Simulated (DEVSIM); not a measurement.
Device: Ni/Al2O3/p-Si capacitor, at 400 K.

Layer 1 from the left is Al2O3, thickness (nm) 3.90. Layer 2 from the left is Si, thickness (nm) 3100, Na (cm⁻³) 3.5e16.

Metal gate on the left, work function 5.1 eV. Fixed charge at the semiconductor interface 0 cm⁻² (in units of +e); no interface traps.

This is a model device: material constants are rounded textbook-type values typed into the input, and sizes, dopings and lifetimes were drawn at random. Values at 300 K; Nc and Nv go as T^1.5, mobilities as T to minus their exponent, the gap by Varshni's rule with the affinity fixed.

Al2O3: gap (eV) 6.8, affinity (eV) 1.35, permittivity 9. Si: gap (eV) 1.124, affinity (eV) 4.05, permittivity 11.7, Nc (cm⁻³) 2.86e19, Nv (cm⁻³) 3.1e19, Varshni α (eV/K) 0.000473, Varshni β (K) 636.

Simulated with DEVSIM: 1D Poisson equation in equilibrium, Boltzmann statistics, complete ionisation; no quantum confinement or tunnelling. Metal contacts follow the ideal Schottky-Mott rule: no Fermi-level pinning, no interface dipoles.

Problem. What does the simulation give for the minimum of the low-frequency capacitance, the flat-band voltage, the threshold voltage (band bending 2φF)?

Solution. minimum of the low-frequency capacitance 0.0804 μF/cm²; flat-band voltage 0.20 V; threshold voltage (band bending 2φF) 0.84 V.
